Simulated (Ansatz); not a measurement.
**Be under a change: biaxial strain −1.00 %, plane normal [001], relaxed out of plane**

The parent structure is Be in the hcp (Mg type) structure (space group P6_3/mmc, No. 194; a = 2.263 Å, c = 3.566 Å; relaxed with 0.1 eV smearing). Axes: x lies along a and z along c of the hexagonal cell.

Now apply this change: biaxial strain −1.00 %, plane normal [001], relaxed out of plane (Cartesian); in-plane vectors clamped, the third vector and the atoms free.

All numbers come from PBE (Ansatz, a program for electronic structure), no SOC. Γ-centred 29×29×16 mesh, Fermi–Dirac width 0.1 eV.

Volume per atom: 7.75 Å³ (base 7.91 Å³)
Shortest interatomic distance: 2.204 Å (base 2.211 Å)
Pressure (mean of the normal stresses, compression positive): 2.4 GPa (base 0.0 GPa)
Band gap: zero (base zero)
Out-of-plane strain: +0.05 %
Mean in-plane stress (compression positive): +3.6 GPa

Final structure (turned so that z lies along the plane normal):

```xyz
2
Lattice="2.2401 0.0000 0.0000 1.1201 1.9400 0.0000 0.0000 0.0000 3.5681" Properties=species:S:1:pos:R:3 pbc="T T T"
Be     2.2401     1.2933     2.6761
Be     1.1201     0.6467     0.8920
```

Stability against distortions was not tested.
